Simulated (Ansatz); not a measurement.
How far PBE and PBEsol part for hypothetical P-3m1 La2S3

Start from La$_{2}$S$_{3}$ (space group P-3m1, No. 164; a = 4.654 Å, c = 7.168 Å; a hypothetical phase, not in the database extracts checked).

(Cell as relaxed with PBE.)

Levels (all Ansatz, a program for electronic structure, PAW): PBE (420 eV, no spin-orbit coupling); PBEsol (420 eV, no spin-orbit coupling).

Each level relaxes its own structure.

| quantity | PBE | PBEsol |
|---|---|---|
| volume per atom | 26.89 Å³ | 25.55 Å³ |
| lattice parameter a | 465.4 pm | 462.2 pm |
| lattice parameter c | 716.8 pm | 690.6 pm |
| band gap | 2.26 eV | 2.11 eV |
| gap character | indirect, Γ → M | direct at Γ |
| hole mass | 0.39 mₑ along c, 0.60 mₑ across | 0.36 mₑ along c, 0.55 mₑ across |

PBE's volume per atom lies 1.34 Å³ above PBEsol's (5.2 %); PBE's lattice parameter a lies 3.2 pm above PBEsol's (0.7 %); PBE's lattice parameter c lies 26.2 pm above PBEsol's (3.8 %); PBE's band gap lies 0.145 eV above PBEsol's; they disagree on the gap character. Neither level is exact; PBEsol is the comparison here, not a measurement.

Masses are band curvatures over ±0.01 Å⁻¹ around the edge. Stability against distortions was not tested.
